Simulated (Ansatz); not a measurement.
Results of r²SCAN-D4 (plane waves, PAW; Ansatz, a first-principles code) for Al₁₂W (Im-3, No. 204).

Settings: plane-wave cutoff 560 eV, 10×10×10 k mesh, Fermi–Dirac smearing 0.05 eV, no spin polarisation, scalar-relativistic PAW data made under PBE.

Computed at the level's own relaxed cell.

**Question.** What does this level give for the equilibrium volume per atom, bulk modulus, equilibrium lattice constant a and pressure derivative B′ of the bulk modulus?

**Answer.** 
- equilibrium volume per atom = 16.30 Å³/atom
- bulk modulus = 99.4 GPa
- equilibrium lattice constant a = 7.511 Å
- pressure derivative B′ of the bulk modulus = 5.1

The run finds no gap.

Spin–orbit coupling is not included.

The computed numbers hold no vibrational or temperature effects.

Cost on a shared machine: very roughly 30 core-minutes.
